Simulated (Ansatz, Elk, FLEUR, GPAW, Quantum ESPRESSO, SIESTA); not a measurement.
**Code comparison for CoIr (R-3m, 2 atoms in the cell)**

Self-consistent single point.

```xyz
2
Lattice="1.3242 0.7645 4.1648 -1.3242 0.7645 4.1648 0.0000 -1.5291 4.1648" Properties=species:S:1:pos:R:3 pbc="T T T"
Co     0.0000     0.0000     0.0000
Ir     0.0000     0.0000     6.2472
```
Moments meant for the start (each program seeds them in its own way; μB, in the order of the atoms Co Ir): 3.0 0.0.

All programs got the same cell, k-point mesh and kind of occupations, and the same starting moments (in Ansatz's words: kpoints.mp_grid.grid = 12 12 12; magnetization.spin_polarized = true; scf.occupations.method = gaussian; scf.occupations.width = 0.136 eV); potentials, basis and cutoffs are each program's usual ones.

```tsv
code	model	pressure (GPa)	size of the net moment (μB/atom)	k-points	cutoff
Ansatz	PBEsol, PAW files made with PBE	-5.16	0.78	189	default
GPAW	PBEsol, GPAW PAW datasets PBEsol (made by gpaw-setup)	-5.08	0.77	189	800 eV
Quantum ESPRESSO	PBEsol, PSlibrary PAW (PBE) pseudopotentials	-5.26	0.77	189	50 Ry
SIESTA	GGA PBEsol, numerical atomic orbitals DZP, PseudoDojo PBEsol standard norm-conserving potentials (rewritten from UPF to PSML)	-3.61	0.85	948	grid 400 Ry
Elk	PBEsol, all-electron FP-LAPW, Elk's shipped species files, LAPW+lo basis	–	0.76	189	rgkmax 8
FLEUR	PBEsol, all-electron FLAPW (FLEUR), scalar-relativistic valence	–	0.77	189	Kmax 3.6 1/bohr
```

A dash marks a value that a program does not give, or that is left out as unsure.

The spread over the programs that give each value: pressure within 1.65 GPa; size of the net moment within 0.09 μB/atom.

The starting cell comes from a database of computed structures (which also holds hypothetical and non-ambient phases and stackings), without a prior relaxation at this level. On Ansatz's run: Spin-orbit coupling is off. With one magnetic atom in the cell only a parallel order is possible. In the base run, with a pressure of about -5 GPa the cell is away from its equilibrium volume at this level.

Why do the programs differ, and what cannot be compared?

Differences of this kind can come from the potentials, where these differ, and from what each basis and cutoff leave unconverged. The valence holds different numbers of electrons (Ansatz (an electronic-structure program) 34, GPAW 24, Quantum ESPRESSO 18, SIESTA 34, FLEUR 30). The zero of total energies and Fermi levels follows the potentials and each program's conventions, so they are not compared here. SIESTA uses small atom-centred bases, whose incompleteness enters pressures, forces and empty levels differently from a plane-wave cutoff. Elk and FLEUR treat all electrons, but the usual bases taken here (sphere radii, linearisation, local orbitals, empty states) were not tested for convergence, so the values are no reference for the others. Ansatz's pressure is given at a fixed set of plane waves, as the other plane-wave codes print theirs; with its correction for the finite basis it is -5.06 GPa. Site moments depend on each program's spheres or projections; the total moment of the cell does not. The programs reduce the same mesh by symmetry to different extents, which changes the work and not the result. In the pressure, SIESTA (by 1.55) lies more than 1 GPa from the median of the plane-wave programs.

Left out of this page: ABINIT (stopped by limits of time or memory).

Keys are those of Ansatz 0.2.
